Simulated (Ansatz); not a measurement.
The starting structures come from a database of crystals and need not be the phases stable at ambient conditions.

 Where the default PAW files enter, the runs use the earlier of Ansatz's two default sets.

# Evanescent states of K$_{2}$Pt (Fm-3m, not sure to be the ambient phase, 3 atoms a cell, 36.0 Å³ an atom) along the normal of (110)

All values below come from r2SCAN (plane waves, PAW; Ansatz, a quantum-chemistry and plane-wave program).

No gap correction and no spin-orbit coupling; mid-gap values are interpolated between computed energies.

Energies count from the valence-band top; κ is the least over a 6×4 mesh across the current.

```
E (eV)  κ (1/Å)  where
------  -------  -----
0.04      0.213  off Γ
0.14      0.243  off Γ
0.23      0.254  off Γ
0.32      0.259  off Γ
0.41          ?  off Γ
0.49      0.259  off Γ
0.58          ?  off Γ
0.68          ?  off Γ
0.77          ?  off Γ
0.85          ?  off Γ
0.94          ?  off Γ
1.03      0.213  off Γ
1.12          ?  off Γ
1.22      0.180  off Γ
1.30      0.158  off Γ
1.40      0.130  off Γ
1.49      0.089  off Γ
```

**Question.** Complete the blanks.

**Answer.** 
- 0.41, κ (1/Å): 0.261
- 0.58, κ (1/Å): 0.256
- 0.68, κ (1/Å): 0.251
- 0.77, κ (1/Å): 0.245
- 0.85, κ (1/Å): 0.236
- 0.94, κ (1/Å): 0.226
- 1.12, κ (1/Å): 0.198
